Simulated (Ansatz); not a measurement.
# AgI under a change: Ag → Rh

The parent structure is AgI in the rock salt structure (space group Fm-3m, No. 225; a = 5.9847 Å; a cell from a computed database, its experimental status unchecked).

Modification: Rh takes the place of Ag on all its sites, then cell and atoms are relaxed.

The values are results of PBEsol (Ansatz, a program for electronic structure; PAW; 420 eV plane waves; no spin-orbit coupling), not measurements. k-mesh 15×15×15 (Γ-centred); smearing 0.05 eV (Fermi–Dirac), for the changed cell.

```json
[
 {"quantity": "density", "base": "7.28 g/cm³", "changed": "9.30 g/cm³", "shift": "+2.027 g/cm³"},
 {"quantity": "lattice parameter a", "base": "598.5 pm", "changed": "547.5 pm", "shift": "-51.0 pm"},
 {"quantity": "shortest interatomic distance", "base": "299.2 pm", "changed": "273.7 pm", "shift": "-25.5 pm"},
 {"quantity": "band gap", "base": "0.38 eV", "changed": "zero", "shift": "–"}
]
```

Spin-orbit coupling, missing from the scalar runs, can matter with I. Whether these cells are dynamically stable was not tested. As relaxed here, RhI is a hypothetical phase, not in the database extracts checked. The final runs are not spin-polarised. RhI has a high density of states at the Fermi level and may be magnetic at this level. This is not the structure that AgI has at room temperature and ambient pressure.
